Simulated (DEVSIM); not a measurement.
Structure: abrupt Si n-p junction, at 350 K.

```csv
layer (left to right),material,thickness (μm),Nd (cm⁻³),Na (cm⁻³),τn (s),τp (s)
1,Si,0.450,9.2e16,-,0.00011,0.00033
2,Si,41.0,-,1.5e15,0.00011,0.00011
```

Left contact: ohmic. Right contact: ohmic. Voltage is applied to the left contact. Recombination: SRH at mid-gap. Gap narrowing is on: ΔEg = 6.92 meV × (l + √(l² + 0.5)), l = ln(N/1.3e17 cm⁻³), shared equally by both band edges. Mobility is μmin + (μ − μmin)/(1 + (N/Nref)^α).

This is a model device: material constants are rounded textbook-type values typed into the input, and sizes, dopings and lifetimes were drawn at random. Values at 300 K; Nc and Nv go as T^1.5, mobilities as T to minus their exponent, the gap by Varshni's rule with the affinity fixed.

```tsv
parameter	Si
gap (eV)	1.124
affinity (eV)	4.05
permittivity	11.7
Nc (cm⁻³)	2.86e19
Nv (cm⁻³)	3.1e19
μn (cm²/Vs)	1417
μp (cm²/Vs)	470
μn,min	52
μp,min	45
Nref,n	9.7e16
Nref,p	2.2e17
αn	0.68
αp	0.72
T exponent of μn	2.3
T exponent of μp	2.2
Varshni α (eV/K)	0.000473
Varshni β (K)	636
```

Model (solved in DEVSIM): 1D drift-diffusion, Boltzmann statistics, complete ionisation; no tunnelling, impact ionisation, image-force lowering or self-heating.

Problem. Tabulate band edges, carrier densities and field at zero bias.

Solution. Energies count from the Fermi level of the right contact; mesh points crowd at the junctions.

```tsv
x (μm)	Ec (eV)	Ev (eV)	n (cm⁻³)	p (cm⁻³)	field (V/cm)
0.000	0.180	-0.928	9.2e16	1700000	≈ 0
0.02888	0.180	-0.928	9.2e16	1700000	≈ 0
0.08865	0.180	-0.928	9.2e16	1700000	≈ 0
0.2038	0.180	-0.928	9.2e16	1700000	≈ 0
0.3717	0.180	-0.927	9.1e16	1700000	160
0.4261	0.189	-0.919	6.8e16	2300000	5900
0.4520	0.225	-0.885	2.1e16	7000000	21000
0.5012	0.309	-0.801	1.3e15	1.1e8	15000
0.5961	0.439	-0.672	1.7e13	8.3e9	12000
0.8104	0.653	-0.458	1.4e10	1.0e13	7500
1.260	0.797	-0.313	1.2e8	1.2e15	540
2.934	0.804	-0.307	9.6e7	1.5e15	≈ 0
6.096	0.804	-0.307	9.6e7	1.5e15	≈ 0
13.24	0.804	-0.307	9.6e7	1.5e15	≈ 0
29.88	0.804	-0.307	9.6e7	1.5e15	≈ 0
36.34	0.804	-0.307	9.6e7	1.5e15	≈ 0
39.20	0.804	-0.307	9.6e7	1.5e15	≈ 0
40.43	0.804	-0.307	9.6e7	1.5e15	≈ 0
41.13	0.804	-0.307	9.6e7	1.5e15	≈ 0
41.32	0.804	-0.307	9.6e7	1.5e15	≈ 0
41.41	0.804	-0.307	9.6e7	1.5e15	≈ 0
41.45	0.804	-0.307	9.6e7	1.5e15	≈ 0
```
